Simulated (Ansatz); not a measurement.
The reference is ZnSe in the zinc blende structure (space group F-43m, No. 216).

```
CELL_PARAMETERS angstrom
      0.00000     2.83278     2.83278
      2.83278     0.00000     2.83278
      2.83278     2.83278     0.00000
ATOMIC_POSITIONS crystal
  Zn 0.00000 0.00000 0.00000
  Se 0.25000 0.25000 0.25000
```

All numbers come from plane-wave PAW DFT at the r2SCAN level (Ansatz, a quantum-chemistry and plane-wave program, 500 eV), no SOC.

One change was made to it. Results:

```csv
quantity,base,after
electron mass,0.12 mₑ (at Γ),0.13 mₑ (at Γ)
"valley order (the lowest conduction-band minima on the path, energy above the VBM, named in the base's zone)",Γ 1.87 eV; L along ⟨111⟩ 3.05 eV; X along ⟨100⟩ 3.34 eV,Γ 1.93 eV; L along ⟨111⟩ 3.08 eV; X along ⟨100⟩ 3.31 eV
lattice parameter a,5.666 Å,5.640 Å
```

Name the change that was made.
A) pressure 22.5 GPa
B) pressure 4.5 GPa
C) pressure −2 GPa
D) pressure 0.9 GPa

D, pressure 0.9 GPa. For comparison, the valley order in the other runs: pressure 22.5 GPa gives X along ⟨100⟩ 2.77 eV; Γ 2.85 eV; L along ⟨111⟩ 3.43 eV; pressure 4.5 GPa gives Γ 2.13 eV; L along ⟨111⟩ 3.17 eV; X along ⟨100⟩ 3.20 eV; pressure −2 GPa gives Γ 1.73 eV; L along ⟨111⟩ 2.99 eV; X along ⟨100⟩ 3.41 eV.

The levels and masses belong to the bands next to the band gap. Load acts through the strain it causes; cell and atoms are relaxed under it. Masses are band curvatures over ±0.01 Å⁻¹ around the edge. No phonon test of stability was made. Measured, ZnSe leaves this structure (for rock salt) near 13 GPa (temperature not stated; as listed in M. Köfferlein et al., Hyperfine Interactions (1994)).
